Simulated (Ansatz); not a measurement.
Bond-angle distributions (per cent of the angles at each element, bins of 10°) of a relaxed model of amorphous Si24O47F2 at 2.19 g/cm³. Level of theory: PBE, scalar-relativistic without spin-orbit coupling (plane waves to 420 eV, PAW; Ansatz, a quantum-chemistry and plane-wave program).

A CHGNet melt-quench gave the starting glass, which DFT then relaxed. O and F atoms were pushed apart under 1.9 Å during the dynamics, to hinder bonds among them. The hot cell started wider than the set density and was brought back towards it in steps. It is the lowest in DFT energy of 2 quenches. It is a model cell: composition and starting density were chosen by hand, and all elements were melted together. No dispersion term was used. Its density started from a set value of 2.19 and ended at 2.19 g/cm³. The quench (nominally 88 K/ps over its main leg) was far faster than any real one, so the model tends to hold more defects than a real film. A cell of this size samples the disorder only roughly. Volume and shape were free in the relaxation.

Bonds are counted up to Si-Si 2.60 Å, Si-O 1.90 Å, Si-F 2.02 Å, O-O 1.58 Å, O-F 1.48 Å, F-F 1.37 Å. Two cations that share two anions don't count as bonded, nor two that share one unless they lie closer than Si-Si 2.38 Å.

```
angle (°)  at Si  at O
---------  -----  ----
50-60          0     0
60-70          0     0
70-80          0     0
80-90          1     4
90-100         1     0
100-110       55     0
110-120       43     0
120-130        1    21
130-140        0    30
140-150        0    17
150-160        0    17
160-170        0     9
170-180        0     2
```

They go with these counts of neighbours within the cut-offs, cation contacts included: Si mean 4.0, most often 4; O mean 2.0, most often 2.
